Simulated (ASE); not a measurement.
Pair distribution function (Co-Co) of TiCo (CsCl type), cell Ti27Co27, with the crystal as the starting point [in the run: it stayed crystalline; mean temperature 295 K (target 300 K); density 6.59 g/cm³], from MD at 295 K. Calculation: the machine-learned potential CHGNet 0.3.0 (ASE). Volume per atom 13.46 Å³, mean pressure -0.1 GPa. 

```
r (Å) | g(r)
     1.62 |  0.00
     1.66 |  0.00
     1.70 |  0.00
     1.74 |  0.00
     1.78 |  0.00
     1.82 |  0.00
     1.86 |  0.00
     1.90 |  0.00
     1.94 |  0.00
     1.98 |  0.00
     2.02 |  0.00
     2.06 |  0.00
     2.10 |  0.00
     2.14 |  0.00
     2.18 |  0.00
     2.22 |  0.00
     2.26 |  0.00
     2.30 |  0.00
     2.34 |  0.00
     2.38 |  0.00
     2.42 |  0.01
     2.46 |  0.02
     2.50 |  0.05
     2.54 | # 0.09
     2.58 | ### 0.27
     2.62 | ##### 0.52
     2.66 | ####### 0.75
     2.70 | ########### 1.12
     2.74 | ############## 1.52
     2.78 | ################## 1.91
     2.82 | ###################### 2.33
     2.86 | ######################### 2.68
     2.90 | ########################### 2.90
     2.94 | ############################# 3.10
     2.98 | ######################### 2.71
     3.02 | ######################### 2.67
     3.06 | ######################### 2.62
     3.10 | #################### 2.09
     3.14 | ################# 1.76
     3.18 | ############### 1.65
     3.22 | ############# 1.40
     3.26 | ########### 1.12
     3.30 | ######## 0.80
     3.34 | ###### 0.67
     3.38 | #### 0.45
     3.42 | ### 0.34
     3.46 | ## 0.19
     3.50 | # 0.11
     3.54 | # 0.06
     3.58 |  0.02
     3.62 |  0.02
     3.66 |  0.02
     3.70 |  0.03
     3.74 |  0.05
     3.78 | # 0.15
     3.82 | ## 0.21
     3.86 | ### 0.36
     3.90 | ###### 0.59
     3.94 | ######## 0.82
     3.98 | ############ 1.30
     4.02 | ############### 1.58
     4.06 | ################### 2.04
     4.10 | ####################### 2.50
     4.14 | ########################## 2.75
     4.18 | ############################# 3.10
     4.22 | ############################## 3.19
     4.26 | ############################# 3.08
     4.30 | ############################ 2.97
     4.34 | ######################## 2.58
     4.38 | #################### 2.18
     4.42 | ################ 1.73
     4.46 | ############# 1.42
```

**Question.** From the above, determine where the first shell ends and the number of neighbours in it.

**Answer.** first minimum near 3.6 Å (g down to about 0.02); 6.0 Co round each Co in the shell, from n = 4πρ∫r²g(r)dr.
